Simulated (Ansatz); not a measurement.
## CsPbCl3, pressure series

Base system: CsPbCl₃ in the cubic perovskite structure (space group Pm-3m, No. 221).

```
CELL_PARAMETERS angstrom
      5.67310     0.00000     0.00000
      0.00000     5.67310     0.00000
      0.00000     0.00000     5.67310
ATOMIC_POSITIONS crystal
  Cs 0.00000 0.00000 0.00000
  Pb 0.50000 0.50000 0.50000
  Cl 0.00000 0.50000 0.50000
  Cl 0.50000 0.50000 0.00000
  Cl 0.50000 0.00000 0.50000
```

Cell and atoms are relaxed at each pressure.

Level of theory: r2SCAN, PAW, 500 eV (Ansatz, a quantum-chemistry and plane-wave program; spin-orbit coupling left out).

Before the change:

```
Property    Value
--------  -------
Band gap  2.46 eV
```

The aim is a band gap between 2.09 eV and 2.30 eV. Which of these changes reaches it?
A. pressure 7.5 GPa
B. pressure 3 GPa
C. pressure 1.5 GPa

C, pressure 1.5 GPa. It gives 2.20 eV; pressure 3 GPa gives 1.97 eV; pressure 7.5 GPa gives 1.36 eV. Changes not listed may reach it too

With Pb present, leaving out spin-orbit coupling can change the band edges. Load acts through the strain it causes; cell and atoms are relaxed under it. No phonon test of stability was made. No other phases were tried under pressure. Many cubic perovskites are stable only at high temperature; tilts and polar distortions were not tested. This is not the structure that CsPbCl3 has at room temperature and ambient pressure.
